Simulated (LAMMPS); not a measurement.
MD of Cu (fcc) at zero pressure over temperature, 4000 atoms; each row names its start.

All values are model results, not measurements: classical MD, pair style eam/alloy, file Cu_mishin1.eam.alloy (LAMMPS).

```tsv
T (K), start	state	volume	enthalpy	first peak of g(r)	coordination number	D(Cu)
100, crystal	crystal; no diffusion seen in 30 ps	11.8634 ± 0.0001 Å³/atom	-3.5143 ± 0.0001 eV/atom	2.55 Å, height 12.8	12.0 (counted to 3.10 Å)	-
200, crystal	crystal; no diffusion seen in 30 ps	11.9191 ± 0.0002 Å³/atom	-3.4881 ± 0.0001 eV/atom	2.56 Å, height 9.3	12.0 (counted to 3.10 Å)	-
300, crystal	crystal; no diffusion seen in 30 ps	11.9766 ± 0.0001 Å³/atom	-3.4618 ± 0.0001 eV/atom	2.56 Å, height 7.7	12.0 (counted to 3.10 Å)	-
810, crystal	crystal; no diffusion seen in 30 ps	12.3083 ± 0.0004 Å³/atom	-3.3226 ± 0.0002 eV/atom	2.56 Å, height 4.6	12.0 (counted to 3.14 Å)	-
1020, crystal	crystal; no diffusion seen in 30 ps	12.4705 ± 0.0007 Å³/atom	-3.2617 ± 0.0002 eV/atom	2.55 Å, height 4.0	12.1 (counted to 3.18 Å)	-
1220, crystal	crystal; no diffusion seen in 30 ps	12.6453 ± 0.0003 Å³/atom	-3.2008 ± 0.0001 eV/atom	2.55 Å, height 3.6	12.1 (counted to 3.22 Å)	-
950, melt	liquid	12.926 ± 0.003 Å³/atom	-3.1735 ± 0.0005 eV/atom	2.50 Å, height 3.2	13.2 (counted to 3.46 Å)	(9.22 ± 0.07) × 10^-6 cm²/s
1220, melt	liquid	13.2550 ± 0.0010 Å³/atom	-3.0794 ± 0.0002 eV/atom	2.49 Å, height 3.0	13.2 (counted to 3.50 Å)	(2.27 ± 0.03) × 10^-5 cm²/s
1360, melt	liquid	13.427 ± 0.002 Å³/atom	-3.0319 ± 0.0004 eV/atom	2.49 Å, height 2.8	13.1 (counted to 3.50 Å)	(3.42 ± 0.07) × 10^-5 cm²/s
1490, melt	liquid	13.591 ± 0.001 Å³/atom	-2.9879 ± 0.0003 eV/atom	2.48 Å, height 2.7	12.9 (counted to 3.50 Å)	(4.05 ± 0.08) × 10^-5 cm²/s
1700, melt	liquid	13.858 ± 0.001 Å³/atom	-2.9184 ± 0.0002 eV/atom	2.47 Å, height 2.6	13.0 (counted to 3.54 Å)	(5.7 ± 0.1) × 10^-5 cm²/s
1900, melt	liquid	14.122 ± 0.001 Å³/atom	-2.8531 ± 0.0002 eV/atom	2.48 Å, height 2.5	12.5 (counted to 3.50 Å)	(7.30 ± 0.08) × 10^-5 cm²/s
2170, melt	liquid	14.485 ± 0.002 Å³/atom	-2.7672 ± 0.0004 eV/atom	2.47 Å, height 2.3	12.5 (counted to 3.54 Å)	(1.06 ± 0.01) × 10^-4 cm²/s
```

Measured linear expansion coefficient: 16.50 1e-6/K at 293 K (Kaye and Laby Online (NPL), 2.3.5 Thermal expansion).

Measured melting point: 1358 K (Wikipedia, Melting points of the elements (data page)).

Caution (rows 950, melt; 1220, melt): this liquid lies under the melting point of about 1340 K that EAM-type Cu_mishin1.eam.alloy gives, so it is undercooled.

From the crystal rows between 100 and 300 K, estimate the mean linear expansion coefficient and the heat capacity. The slope of ln V over three gives 16 × 10^-6 /K, and dH/dT = 3.0 kB/atom. Nuclei are classical here, so the heat capacity stays near 3 kB/atom, where a real crystal's falls off below its Debye temperature.

Fit an Arrhenius law to the diffusion of Cu in the liquid. ln D against 1/T from 950 to 2170 K gives an activation energy of 0.35 eV and D0 = 0.00063 cm²/s.

States go by the mean squared displacement: a species diffuses where it passes 1.5 Å², still rises and gives D over 1e-6 cm²/s; a crystal has left its structure where atoms lie 0.35 Å off their sites on average or a cubic box changes its shape by 3 %, or the axial ratios of another lie 8 % off the starting cell's, which the potential's own relaxation can also do.

Errors of D are the spread over four groups of atoms in one short run; a floor of about 5 %, a picked value, is safer.

The ± values are statistical; the model's systematic error is not in them.
